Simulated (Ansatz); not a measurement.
Consider BaHfO3 in the cubic perovskite structure (space group Pm-3m, No. 221; a = 4.206 Å).

Calculations: PBE/PAW in Ansatz (a quantum-chemistry and plane-wave program), without spin-orbit coupling.

Strains are applied to the cell and any free atomic positions relax.

One change was made to it. Results:

The band gap rises by 0.11 eV to 3.73 eV; the pressure goes up by 9.533 GPa to 9.53 GPa.

Task: Which change produced these results?
A. isotropic strain −3.00 %
B. isotropic strain −2.40 %
C. isotropic strain −1.20 %
D. isotropic strain −1.80 %

Result: D, isotropic strain −1.80 %. For comparison, the pressure in the other runs: isotropic strain −3.00 % gives 17.34 GPa; isotropic strain −1.20 % gives 6.08 GPa; isotropic strain −2.40 % gives 13.27 GPa.

Spin-orbit coupling, missing from the scalar runs, can matter with Hf. Whether these cells are dynamically stable was not tested.
